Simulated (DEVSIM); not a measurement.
**abrupt In0.53Ga0.47As p-n junction**

Device: abrupt In0.53Ga0.47As p-n junction, at 350 K.

| layer (left to right) | material | thickness (μm) | Nd (cm⁻³) | Na (cm⁻³) | τn (s) | τp (s) |
|---|---|---|---|---|---|---|
| 1 | In0.53Ga0.47As | 1.80 | - | 2.2e17 | 1.3e-9 | 1.3e-9 |
| 2 | In0.53Ga0.47As | 9.60 | 1.7e15 | - | 1.3e-9 | 1.3e-9 |

Left contact: ohmic. Right contact: ohmic. Voltage is applied to the left contact. Recombination: SRH at mid-gap. Mobility is μmin + (μ − μmin)/(1 + (N/Nref)^α).

The device is made up for the run: typed textbook-type constants, with dimensions and the other settings drawn at random. Values at 300 K; Nc and Nv go as T^1.5, mobilities as T to minus their exponent, the gap by Varshni's rule with the affinity fixed.

```
parameter         In0.53Ga0.47As
----------------  --------------
gap (eV)                    0.74
affinity (eV)               4.51
permittivity                13.9
Nc (cm⁻³)                 2.1e17
Nv (cm⁻³)                 7.7e18
μn (cm²/Vs)                12000
μp (cm²/Vs)                  300
μn,min                       300
μp,min                        10
Nref,n                    1.3e17
Nref,p                    4.9e17
αn                          0.48
αp                           0.4
T exponent of μn             1.6
T exponent of μp             1.6
Varshni α (eV/K)         0.00035
Varshni β (K)                190
```

Simulated with DEVSIM: 1D drift-diffusion, Boltzmann statistics, complete ionisation; no tunnelling, impact ionisation, image-force lowering or self-heating.

| Quantity | Result |
|---|---|
| Potential step across the device at zero bias | 0.458 V |
| Largest field in the device at zero bias | 27000 V/cm |
| Dark forward voltage at 1 A/cm² | 0.208 V |
| Dark forward voltage at 100 A/cm² | 0.431 V |

Dark reverse current:

```json
[
 {"V (V)": "-0.40", "J (A/cm²)": "-0.025"},
 {"V (V)": "-1.00", "J (A/cm²)": "-0.044"},
 {"V (V)": "-2.00", "J (A/cm²)": "-0.066"},
 {"V (V)": "-3.00", "J (A/cm²)": "-0.083"},
 {"V (V)": "-4.00", "J (A/cm²)": "-0.098"},
 {"V (V)": "-6.00", "J (A/cm²)": "-0.12"},
 {"V (V)": "-8.00", "J (A/cm²)": "-0.14"},
 {"V (V)": "-10.00", "J (A/cm²)": "-0.16"},
 {"V (V)": "-13.00", "J (A/cm²)": "-0.19"},
 {"V (V)": "-16.00", "J (A/cm²)": "-0.21"},
 {"V (V)": "-20.00", "J (A/cm²)": "-0.24"}
]
```

Small-signal capacitance in reverse bias (quasi-static):

```tsv
V (V)	C (nF/cm²)
-0.4	14.9
-1	11.0
-2	8.36
-3	7.01
-4	6.16
-6	5.10
-8	4.45
-10	4.00
-13	3.52
-16	3.19
-20	2.86
```
